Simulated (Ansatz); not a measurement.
Functionals compared on the (10-12) surface of hcp Mg in its 1x1 cell, outermost plane spacing 1.26 Å in the ideal cut, in Ansatz (plane waves, PAW). The structure was relaxed with PBE; the other rows are single points on it, each with its references at the same level. Cutoff 420 eV (500 eV for r2SCAN).

Model: 12-atom slab, 10.7 Å thick at the start, 12x5x1 mesh, Fermi-Dirac 0.1 eV, dipole correction, all atoms relaxed; symmetry of the start imposed; no spin, no spin-orbit, no U. These notes are the PBE run's.

```json
[
 {"functional": "PBE", "surface energy (J/m²)": "0.72", "work function of the top face (eV)": "3.65", "rough cost of the single point": "–"},
 {"functional": "LDA", "surface energy (J/m²)": "0.81", "work function of the top face (eV)": "3.78", "rough cost of the single point": "about 40 core-seconds (a rough figure)"},
 {"functional": "PBEsol", "surface energy (J/m²)": "0.80", "work function of the top face (eV)": "3.69", "rough cost of the single point": "around 40 core-seconds (rough)"},
 {"functional": "RPBE", "surface energy (J/m²)": "0.65", "work function of the top face (eV)": "3.59", "rough cost of the single point": "very roughly 40 core-seconds"},
 {"functional": "r2SCAN", "surface energy (J/m²)": "0.80", "work function of the top face (eV)": "3.73", "rough cost of the single point": "around 100 core-seconds (rough)"}
]
```

Ansatz is a first-principles code.
